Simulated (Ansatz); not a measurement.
AlCl₃ (C2/m, No. 12), treated with rVV10 (Ansatz, a quantum-chemistry and plane-wave program, PAW).

Numerical settings: plane-wave cutoff 520 eV, 8×8×6 k mesh (along the axes of the cell as run), Fermi–Dirac smearing 0.01 eV, scalar-relativistic PAW data made under PBE.

Energies at three volumes about the minimum:

| V (Å³/atom) | E − E_lowest (meV/atom) |
|---|---|
| 21.969 | 0.63 |
| 22.417 | 0.00 |
| 22.866 | 0.55 |

**Question.** Fit a parabola by hand: where is the minimum, and what is the bulk modulus?

**Answer.** Slopes: (0.00 − 0.63)/(22.417 − 21.969) = -1.406 and (0.55 − 0.00)/(22.866 − 22.417) = 1.225 meV/Å³. Curvature E″ = 2 × (1.225 − (-1.406))/(22.866 − 21.969) = 5.866 meV/Å⁶. From the middle of the first interval, the slope vanishes at V0 = 22.1930 − (-1.406)/5.866 = 22.433 Å³/atom. B = V0 E″ = 22.433 × 5.866 meV/Å³ × 0.1602 GPa per meV/Å³ = 21.1 GPa. The full Birch–Murnaghan fit to all volumes gives V0 = 22.418 Å³/atom and B0 = 21.0 GPa.

Shape and atoms are relaxed at each volume.

Note: the bulk modulus comes from volumes at which shape and atoms were relaxed.
